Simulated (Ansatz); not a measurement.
**AlB2-type ZrB₂: properties by level of theory**

Reference values: lattice constant a 3.17 Å (measured, room temperature, no zero-point or thermal correction; as tabulated in Zhang et al. (2020), arXiv:1911.03307); lattice parameter c 3.532 Å (measured, room temperature, no zero-point or thermal correction; as tabulated in Zhang et al. (2020), arXiv:1911.03307).

```
level (code)        lattice parameter a (Å)  lattice parameter c (Å)  bulk modulus (GPa)  cohesive energy (eV/atom)
------------------  -----------------------  -----------------------  ------------------  -------------------------
LDA (Ansatz)                          3.133                        …                 261                          …
PBEsol (Ansatz)                           …                    3.506                 250                          …
revPBE (Ansatz)                           …                    3.555                 231                       6.84
PBE-D4 (Ansatz)                       3.153                        …                 248                       7.57
r²SCAN-D4 (Ansatz)                        …                        …                 246                          …
```

Complete the blanks.


- LDA (Ansatz, a first-principles code), lattice parameter c (Å): 3.488
- LDA (Ansatz), cohesive energy (eV/atom): 8.33
- PBEsol (Ansatz), lattice parameter a (Å): 3.155
- PBEsol (Ansatz), cohesive energy (eV/atom): 7.80
- revPBE (Ansatz), lattice parameter a (Å): 3.183
- PBE-D4 (Ansatz), lattice parameter c (Å): 3.496
- r²SCAN-D4 (Ansatz), lattice parameter a (Å): 3.162
- r²SCAN-D4 (Ansatz), lattice parameter c (Å): 3.534
- r²SCAN-D4 (Ansatz), cohesive energy (eV/atom): 7.20

Differences from the reference values (errors of the level alone only where the reference is corrected to a static lattice):

| level | lattice constant a (%) | lattice parameter c (%) |
|---|---|---|
| LDA | -1.17 | -1.25 |
| PBEsol | -0.47 | -0.74 |
| revPBE | +0.41 | +0.65 |
| PBE-D4 | -0.54 | -1.02 |
| r²SCAN-D4 | -0.25 | +0.06 |

Nearest: lattice constant a, not ranked (reference at room or unstated temperature); lattice parameter c, not ranked (reference at room or unstated temperature).

Ansatz's density-functional and Hartree–Fock values are scalar-relativistic unless marked +SOC, with PAW data made under PBE.

Differences are worked out from the printed values.

Free atoms are spin-polarised, in the lowest state found; at levels without +SOC their spin–orbit coupling is left out.

Static lattice: no zero-point or thermal effects.
